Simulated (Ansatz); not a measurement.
Computed with PBE (plane waves to 420 eV, PAW; Ansatz, a quantum-chemistry and plane-wave program).

Electrostatic potential energy of an electron, averaged over planes parallel to the surface, in eV from the Fermi level, for a constructed model of the (100) surface of fcc Rh, a pseudomorphic layer of Ge in the host's stacking (bottom of the slab: a bare face, its two planes held):

```
z (Å)  V (eV)
-----  ------
3.79     5.05
4.08     5.05
4.38     5.05
4.67     5.04
4.96     5.04
5.25     5.03
5.54     5.00
5.83     4.95
6.12     4.84
6.42     4.60
6.71     4.08
7.00     2.97
7.29     0.36
7.58    -6.71
7.88   -16.09
8.17   -21.25
8.46   -19.29
8.75   -11.53
9.04    -3.91
9.33    -3.97
9.62   -11.72
9.92   -19.56
10.21  -21.62
10.50  -16.86
10.79   -8.15
11.08   -3.05
11.38   -7.02
11.67  -15.73
11.96  -21.34
12.25  -20.27
12.54  -13.05
12.83   -4.86
13.12   -3.44
13.42  -10.30
13.71  -18.61
14.00  -21.76
14.29  -18.06
14.58   -9.60
14.88   -3.46
15.17   -6.30
15.46  -14.84
15.75  -21.01
16.04  -20.64
16.33  -13.89
16.62   -5.30
16.92   -2.53
17.21   -8.17
17.50  -16.99
17.79  -21.78
18.08  -19.62
18.38  -11.99
18.67   -5.06
18.96   -5.62
19.25   -9.61
19.54  -12.53
19.83  -12.27
20.12   -8.65
20.42   -3.25
20.71    1.20
21.00    3.20
21.29    4.12
21.58    4.54
21.88    4.73
22.17    4.82
22.46    4.86
22.75    4.88
23.04    4.88
23.33    4.89
23.62    4.89
23.92    4.89
```

Slab: 7 atoms, 11.5 Å thick at the start; k 14x14x1, smearing 0.1 eV, dipole-corrected; 2 atoms held, the rest relaxed; symmetry of the start imposed; no spin, no spin-orbit, no U. It is one candidate, not shown to be the stable structure of the face.

The vacuum level lies 4.89 eV above the Fermi level over the top face and 5.05 eV above it under the bottom face.
